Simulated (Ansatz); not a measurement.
Start from SiC in the zinc blende structure (space group F-43m, No. 216; a = 4.357 Å).

Structures relaxed with plane-wave PAW DFT at the r2SCAN level (Ansatz, a quantum-chemistry and plane-wave program, 500 eV), scalar-relativistic without spin-orbit coupling, earlier PAW set.

Base:

Simulated powder pattern, Cu Kα1, λ = 1.54056 Å (kinematic, ideal powder, no thermal factors, no anomalous dispersion; the 10 strongest lines at most, above 2 %, up to 2θ = 90°):

| 2θ (°) | I/Imax (%) | hkl |
|---|---|---|
| 35.67 | 100 | (111) |
| 41.42 | 18 | (200) |
| 60.01 | 46 | (220) |
| 71.80 | 35 | (311) |
| 75.54 | 5.0 | (222) |

Modification: every C is replaced by Pb; the structure is relaxed again.

Q: Predict the new powder pattern.

A: 
Simulated powder pattern, Cu Kα1, λ = 1.54056 Å (kinematic, ideal powder, no thermal factors, no anomalous dispersion; the 10 strongest lines at most, above 2 %, up to 2θ = 90°):

| 2θ (°) | I/Imax (%) | hkl |
|---|---|---|
| 24.81 | 100 | (111) |
| 28.73 | 38 | (200) |
| 41.08 | 52 | (220) |
| 48.59 | 51 | (311) |
| 50.90 | 11 | (222) |
| 59.50 | 8.9 | (400) |
| 65.46 | 21 | (331) |
| 67.39 | 15 | (420) |
| 74.85 | 19 | (422) |
| 80.27 | 17 | (511) |

The indices refer to each structure's own conventional cell; one index is shown for lines that coincide.

No phonon test of stability was made. As relaxed here, PbSi is a hypothetical phase, not in the database extracts checked. All final runs are without spin polarisation.
